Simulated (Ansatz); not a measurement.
Results of PBEsol in Ansatz (PAW) for As2O3 (P2₁/c, No. 14; start mp-1581; cell taken from a computed entry).

Run with plane-wave cutoff 500 eV, 6×10×6 k mesh (along the axes of the cell as run), gaussian smearing 0.02 eV, scalar-relativistic PAW data made under PBE.

Cell (relaxed at this level):

```
As2O3
1.0
    8.01955     0.00000     0.01382
    0.00000     4.56764     0.00000
   -6.20336     0.00000     9.12024
As O
8 12
Direct
  0.44067   0.16918   0.12854
  0.55933   0.83082   0.87146
  0.55933   0.66918   0.37146
  0.44067   0.33082   0.62854
  0.08591   0.64113   0.20077
  0.91409   0.35887   0.79923
  0.91409   0.14113   0.29923
  0.08591   0.85887   0.70077
  0.66458   0.12275   0.12912
  0.33542   0.87725   0.87088
  0.33542   0.62275   0.37088
  0.66458   0.37725   0.62912
  0.58172   0.30797   0.31725
  0.41828   0.69203   0.68275
  0.41828   0.80797   0.18275
  0.58172   0.19203   0.81725
  0.03805   0.47645   0.71162
  0.96195   0.52355   0.28838
  0.96195   0.97645   0.78838
  0.03805   0.02355   0.21162
```

Q: Predict the band gap.

A: 
* **band gap**: 3.45 eV (on the SCF k mesh)

Note: the relaxation could not lower the start's symmetry, so the cell can be a saddle point above a distorted one.

Spin–orbit coupling is not included.

The computed numbers hold no vibrational or temperature effects.

A start named mp-… is a Materials Project structure, which need not be a measured phase.

Ansatz is a first-principles code.
